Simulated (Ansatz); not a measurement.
A self-consistent single point of K2SnS3 (P1, 12 atoms in the cell) with Ansatz (a first-principles code).

Method: PBEsol, default PAW files made with PBE (plane waves; Ansatz).

```yaml
crystal:
  lattice:
    - [6.77196, 0.00000, 0.00000]
    - [2.93136, 6.88733, 0.00000]
    - [2.40655, 1.20791, 7.80896]
  atoms:
    - { symbol: K, position: [0.14428, 0.45193, 0.19300] }
    - { symbol: K, position: [0.84331, 0.55256, 0.80755] }
    - { symbol: K, position: [0.59483, 0.20860, 0.61306] }
    - { symbol: K, position: [0.41600, 0.78804, 0.37714] }
    - { symbol: Sn, position: [0.85415, 0.06802, 0.19543] }
    - { symbol: Sn, position: [0.14469, 0.92419, 0.81463] }
    - { symbol: S, position: [0.13908, 0.17915, 0.57090] }
    - { symbol: S, position: [0.85879, 0.81581, 0.42830] }
    - { symbol: S, position: [0.66436, 0.39970, 0.21573] }
    - { symbol: S, position: [0.34757, 0.60874, 0.78916] }
    - { symbol: S, position: [0.22019, 0.05155, 0.02832] }
    - { symbol: S, position: [0.77277, 0.95173, 0.96678] }
```

Reference input (self-consistent single point, DFT, PBE0, plane waves, default PAW files made with PBE): basis.ecutwfc = 420 eV; kpoints.mp_grid.grid = 2 2 2; hamiltonian.xc = pbe0; hamiltonian.pseudopotentials = {kind: paw} (the program's default PAW files); scf.occupations.method = fixed. This run's input differs from it in these lines:

Ansatz 0.2 input:
```diff
@@ -25,3 +25,3 @@
 hamiltonian:
-  xc: pbe0
+  xc: pbesol
   pseudopotentials:
```

Output, abridged:

```
SCF iter   1: F=—  HF=-23283.966464 eV  |F-HF|=—  |Δ(HF+E_count)|=         —  Δρ=3.63e-3  dr2=7.89e-2  ethr=1.77e-3  ⟨swp⟩=5.2  Hψ=1710  notcnv=0  defer=66
all-band conjugate gradients solve this SCF's bands
preconditioner: auto → Resta (q_TF=auto, 2.200 Å⁻¹)
SCF iter   2: F=—  HF=-23283.948077 eV  |F-HF|=—  |Δ(HF+E_count)|=   1.84e-2  Δρ=1.26e-3  dr2=6.56e-3  ethr=7.89e-5  ⟨swp⟩=2.0  Hψ=719  notcnv=0  defer=80
   [... lines left out ...]
SCF iter   4: F=—  HF=-23283.947255 eV  |F-HF|=—  |Δ(HF+E_count)|=   1.84e-4  Δρ=1.16e-4  dr2=6.98e-5  ethr=5.89e-7  ⟨swp⟩=2.1  Hψ=590  notcnv=0  defer=80
SCF iter   5: F=—  HF=-23283.947456 eV  |F-HF|=—  |Δ(HF+E_count)|=   2.01e-4  Δρ=2.75e-5  dr2=3.25e-6  ethr=6.98e-8  ⟨swp⟩=2.0  Hψ=601  notcnv=0  defer=61
SCF iter   6: F=—  HF=-23283.947462 eV  |F-HF|=—  |Δ(HF+E_count)|=   5.96e-6  Δρ=1.09e-5  dr2=8.06e-7  ethr=3.25e-9  ⟨swp⟩=2.0  Hψ=746  notcnv=0  defer=65
SCF iter   7: F=-23283.947463 eV  HF=-23283.947462 eV  |F-HF|=4.60e-8  |Δ(HF+E_count)|=   3.58e-7  Δρ=3.04e-6  dr2=5.81e-8  ethr=1.00e-10  ⟨swp⟩=16.9  Hψ=3381  notcnv=0
SCF 1 converged in 7 iterations: F = -23283.947463 eV  dr2 = 5.81e-8
Free energy (F): -23283.947463 eV
Internal energy: -23283.947463 eV  (E = F + TS)
E sigma→0 (E₀):  -23283.947463 eV
Fermi energy:    3.251634 eV
--- Forces (eV/Å), atoms counted from 1 ---
  atom   1  K      0.06622375     0.03406940     0.05597446
  atom   2  K      0.02465310    -0.12437051    -0.02257444
  atom   3  K      0.00257558     0.02317813     0.14434960
  atom   4  K     -0.06604457     0.09449702     0.01124930
  atom   5  Sn    -0.24541661    -0.23762501    -0.30400760
  atom   6  Sn    -0.01148377     1.71116582    -0.71086480
  atom   7  S     -0.07471101    -0.27539916     0.27888967
  atom   8  S      0.07376127    -0.05132235     0.12950647
  atom   9  S     -0.13218516     0.17213156     0.06826291
   [... lines left out ...]
  atom  12  S     -0.27767772     0.13801362     0.27509245
--- Stress (GPa, compression-positive) ---
        0.035540      -0.301795      -0.217330
       -0.301795       1.024938       0.428530
       -0.217330       0.428530      -0.240622
  P = ⅓ Tr σ = 0.2733 GPa (2.733 kbar)
  The stress holds the Pulay correction. Without it, at fixed plane waves, as pw.x and ABINIT print it: P = 0.2551 GPa
```

The run converged in 7 iterations. Against the reference run the pressure goes from 0.61 to 0.27 GPa, the largest force goes from 1.934 to 1.853 eV/Å and the gap on the mesh goes from 4.087 to 2.201 eV.

The starting cell comes from a database of computed structures (which also holds hypothetical and non-ambient phases and stackings), without a prior relaxation at this level. Its atoms were displaced at random from the sites of space group no. 2. Forces in this geometry exceed 1 eV/Å. Ansatz's pressure includes its estimate of the finite-basis (Pulay) stress.
